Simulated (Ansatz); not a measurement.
The starting structures come from a database of crystals and need not be the phases stable at ambient conditions.

Inside the gap of an insulator the Bloch states are evanescent, with a wavenumber k + iκ along the transport direction.

Data:

```
GaK2NaAs2
1.0
    6.65473     0.00000     0.00000
   -3.32736     8.26581     0.00000
    0.00000    -2.79812     6.19903
K Na Ga As
4 2 2 4
Direct
  0.67295   0.34590   0.42808
  0.32705   0.65410   0.57192
  0.82705   0.65410   0.08218
  0.17295   0.34590   0.91782
  0.75000   0.00000   0.50000
  0.25000   0.00000   0.50000
  0.25000   0.00000   0.00000
  0.75000   0.00000   0.00000
  0.40519   0.81038   0.10731
  0.59481   0.18962   0.89269
  0.09481   0.18962   0.29693
  0.90519   0.81038   0.70307
```

Space group of this cell: Ibam. The cell is taken as given; by PBEsol its mean pressure is -1.5 GPa.

Transport runs along the normal of the first two printed cell vectors.

No gap correction and no spin-orbit coupling; mid-gap values are interpolated between computed energies.

Task: State the band gap and the smallest decay constant κ at mid-gap according to PBEsol run with Ansatz (a quantum-chemistry and plane-wave program).

Result: Gap 0.72 eV on a 6×6×6 mesh; κ = 0.071 1/Å, at the zone centre.
